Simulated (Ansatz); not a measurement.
**ZrMo (model structure, within 0.1 Å of Pm-3m, No. 221, 2 atoms in the cell)**

Computed with PBEsol (PAW; Ansatz, a program for electronic structure).

Numerical settings: plane-wave cutoff 520 eV, 18×18×14 k mesh (along the axes of the cell as run), Fermi–Dirac smearing 0.05 eV, no spin polarisation, scalar-relativistic PAW data made under PBE.

Cell (relaxed at this level):

```
CELL_PARAMETERS angstrom
      3.30128     0.00000     0.00000
      0.00000     3.30128     0.00000
      0.00000     0.00000     3.29826
ATOMIC_POSITIONS crystal
  Mo 0.00000 0.00000 0.00000
  Zr 0.50000 0.50000 0.50000
```

```yaml
bulk_modulus: 162 GPa
```

Note: the run has no spin polarisation, so it can have missed a magnetic state; the bulk modulus is −V dP/dV from two relaxed cells at ±2 % in volume.

A model structure was made by putting elements into a prototype or built by hand; it is no filed structure, need not be a known phase, and can be a saddle point held by its symmetry.
